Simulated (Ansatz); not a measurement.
Consider BaNaIrH6 (space group F-43m, No. 216; a = 7.709 Å; a cell from a computed database, its experimental status unchecked). Axes: x, y, z lie along the cube axes.

Calculations: PBEsol (Ansatz, a program for electronic structure, PAW, no SOC).

Modification: every lattice vector is shortened by 1.07 %, atoms relaxed at fixed cell.

Predict the stress tensor and what it implies for the stiffness.

Stress of the strained cell less that of the base (GPa, compression positive):
```
   1.27    0.00    0.00
   0.00    1.27    0.00
   0.00    0.00    1.27
```

Then B = −ΔP/(ΔV/V₀) with ΔV/V₀ = -0.0318 gives secant stiffness values (nonlinear terms included at this strain): B ≈ 40 GPa.

No phonon test of stability was made.
